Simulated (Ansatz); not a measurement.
BP (model structure, started from the BN type, Pm-3n, No. 223, 12 atoms in the cell) was calculated with r²SCAN (Ansatz, an electronic-structure program, plane waves, PAW).

Run with plane-wave cutoff 560 eV, 6×6×6 k mesh, Fermi–Dirac smearing 0.01 eV, scalar-relativistic PAW data made under PBE.

Cell (relaxed at this level):

```
CELL_PARAMETERS angstrom
      5.57602     0.00000     0.00000
      0.00000     5.57602     0.00000
      0.00000     0.00000     5.57602
ATOMIC_POSITIONS crystal
  B  0.25000 0.00000 0.50000
  B  0.50000 0.25000 0.00000
  B  0.50000 0.75000 0.00000
  B  0.75000 0.00000 0.50000
  B  0.00000 0.50000 0.75000
  B  0.00000 0.50000 0.25000
  P  0.25000 0.50000 0.00000
  P  0.00000 0.25000 0.50000
  P  0.00000 0.75000 0.50000
  P  0.75000 0.50000 0.00000
  P  0.50000 0.00000 0.75000
  P  0.50000 0.00000 0.25000
```

What does this level give for the band gap and Γ–Γ gap?


band gap: 0.69 eV (on the SCF k mesh)
Γ–Γ gap: 1.40 eV

Note: the relaxation could raise the start's symmetry but not lower it, so the cell can be a saddle point.

The computed numbers hold no vibrational or temperature effects.

A model structure was made by putting elements into a prototype or built by hand; it is no filed structure, need not be a known phase, and can be a saddle point held by its symmetry.
